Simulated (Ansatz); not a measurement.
# SiC (space group P6_3mc, No. 186)

Space group P6₃mc (No. 186); a = b = 3.078 Å, c = 10.076 Å, α = β = 90.00°, γ = 120.00°

```tsv
atom	site	symmetry	x	y	z
Si	2a	3m.	0.0000	0.0000	0.0003
Si	2b	3m.	0.3333	0.6667	0.2502
C	2a	3m.	0.0000	0.0000	0.3129
C	2b	3m.	0.3333	0.6667	0.0622
```

Calculations: Ansatz (a first-principles code), PBEsol, PAW, cutoff 420 eV, spin-orbit coupling left out. k-mesh 12×12×4 (Γ-centred); smearing 0.05 eV (Fermi–Dirac).

Volume per atom: 10.33 Å³
Density: 3.22 g/cm³
Band gap: 2.12 eV, indirect, Γ → M
Total energy: -434.355 eV/atom (σ→0; compares only within this code and set-up)

Whether these cells are dynamically stable was not tested.
